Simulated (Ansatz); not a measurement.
# A computed series for W2C: response to strain

Take W2C (space group P-3m1, No. 164) as the base.

```yaml
crystal:
  lattice:
    - [3.03475, 0.00000, 0.00000]
    - [-1.51737, 2.62817, 0.00000]
    - [0.00000, 0.00000, 4.65634]
  atoms:
    - { symbol: C, position: [0.00000, 0.00000, 0.00000] }
    - { symbol: W, position: [0.33333, 0.66667, 0.25517] }
    - { symbol: W, position: [0.66667, 0.33333, 0.74483] }
```

Strains are applied to the cell and any free atomic positions relax.

Level of theory: PBE-D3(BJ) (Ansatz, a program for electronic structure; PAW; 420 eV plane waves; without spin-orbit coupling).

Notes on the quantities. pressure: mean of the normal stresses, compression positive.

| isotropic strain (%) | pressure (GPa) |
|---|---|
| -1.47 | 16.3 |
| 0 | 0.0 |
| 1.75 | -15.4 |
| 2.38 | ? |
| 3.54 | -27.2 |

Question: Fit P = P₀ − Bδ + Cδ² with δ = (1 + ε)³ − 1 to the rows shown and predict the withheld row.

Answer: Least squares on the printed values gives P₀ = 0.1 GPa, B = 336 GPa (at held cell shape), C = 797 GPa (largest residual 0.1 GPa); this predicts -20.2 GPa, and the run gives -20.0 GPa, 0.2 higher.

Whether these cells are dynamically stable was not tested. All final runs are without spin polarisation.
